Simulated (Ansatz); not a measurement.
A computed series for TiO2: pressure series

Start from TiO₂ in the anatase structure (space group I4_1/amd, No. 141; a = 3.770 Å, c = 9.552 Å).

Cell and atoms are relaxed at each pressure.

Computed with DFT with PBEsol, PAW potentials and a 420 eV plane-wave cutoff in Ansatz (an electronic-structure program), no SOC.

| pressure (GPa) | volume per atom (Å³/atom) |
|---|---|
| -1 | 11.375 |
| 0 | 11.312 |
| 0.9 | 11.257 |
| 2.1 | 11.184 |
| 4.5 | 11.041 |
| 9 | 10.788 |
| 15 | 10.472 |
| 22.5 | ? |
| 30 | 9.791 |

Fit the third-order Birch–Murnaghan form P(V) = (3B₀/2)[(V₀/V)^(7/3) − (V₀/V)^(5/3)]·[1 + (3/4)(B₀′ − 4)((V₀/V)^(2/3) − 1)] (squares taken in P) to the rows shown and predict the withheld row.

Least squares on the printed values gives V₀ = 11.313 Å³/atom, B₀ = 179 GPa, B₀′ = 2.2; this predicts 10.117 Å³/atom, and the run gives 10.114 Å³/atom, 0.003 lower.

Load acts through the strain it causes; cell and atoms are relaxed under it. Whether these cells are dynamically stable was not tested. Competing high-pressure phases were not computed. The final runs are not spin-polarised.
